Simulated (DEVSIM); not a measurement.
Device: Mo/AlN/n-Si capacitor, at 400 K.

```
layer (left to right)  material  thickness (nm)  Nd (cm⁻³)
---------------------  --------  --------------  ---------
1                           AlN            6.30          -
2                            Si           17000     1.1e15
```

Metal gate on the left, work function 4.6 eV. Fixed charge at the semiconductor interface 4.3e10 cm⁻² (in units of +e); no interface traps.

The device is made up for the run: typed textbook-type constants, with dimensions and the other settings drawn at random. Values at 300 K; Nc and Nv go as T^1.5, mobilities as T to minus their exponent, the gap by Varshni's rule with the affinity fixed.

| parameter | AlN | Si |
|---|---|---|
| gap (eV) | 6.1 | 1.124 |
| affinity (eV) | 1.9 | 4.05 |
| permittivity | 8.5 | 11.7 |
| Nc (cm⁻³) | - | 2.86e19 |
| Nv (cm⁻³) | - | 3.1e19 |
| Varshni α (eV/K) | - | 0.000473 |
| Varshni β (K) | - | 636 |

Model (solved in DEVSIM): 1D Poisson equation in equilibrium, Boltzmann statistics, complete ionisation; no quantum confinement or tunnelling. Metal contacts follow the ideal Schottky-Mott rule: no Fermi-level pinning, no interface dipoles.

The substrate doping was swept, all else fixed.

```csv
substrate doping (cm^-3),threshold voltage (band bending 2φF) (V),minimum of the low-frequency capacitance (μF/cm²),flat-band voltage (V)
5.5e13,-0.08,0.00960,0.08
1.1e14,-0.11,0.0115,0.10
2.2e14,-0.13,0.0131,0.12
5.5e14,-0.17,0.0163,0.16
1.1e15,___,___,0.18
2.2e15,-0.22,0.0268,0.20
```

### Question
What belongs in the gaps?

### Answer

- 1.1e15, threshold voltage (band bending 2φF) (V): -0.19
- 1.1e15, minimum of the low-frequency capacitance (μF/cm²): 0.0205
